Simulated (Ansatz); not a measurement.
## SnTe under a change: biaxial strain −2.50 %, plane normal [001], relaxed out of plane

Base system: SnTe in the rock salt structure (space group Fm-3m, No. 225; a = 6.235 Å). Axes: x, y, z lie along the cube axes.

Perturbation: biaxial strain −2.50 %, plane normal [001], relaxed out of plane (Cartesian); in-plane vectors clamped, the third vector and the atoms free.

Method: LDA, PAW, 420 eV (Ansatz, an electronic-structure program; spin-orbit coupling left out). Γ-centred 9×9×9 mesh, Fermi–Dirac width 0.05 eV.

The volume per atom drops by 1.47 Å³ to 28.83 Å³ and the space group changes from Fm-3m (No. 225) to I4/mmm (No. 139). The shortest interatomic distance decreases by 0.078 Å to 3.039 Å and the energy increases by 19 meV/atom. The pressure (mean of the normal stresses, compression positive) goes from zero to 2.9 GPa and the band gap goes from 0.16 eV to zero (uncertain: the edges found look like a band crossing or inverted bands; the base alone). The out-of-plane strain amounts to +0.10 % (rough).

The mesh was chosen for an insulator and is coarse for the gapless case. Without a gap, meshes like the base's 9×9×9 leave anisotropic stresses uncertain by several tenths of a GPa, and small strain energies with them. Spin-orbit coupling, missing from the scalar runs, can matter with Te. Stability against distortions was not tested. All final runs are without spin polarisation. A zero or small gap of SnTe can be the functional's error rather than a property of the material.
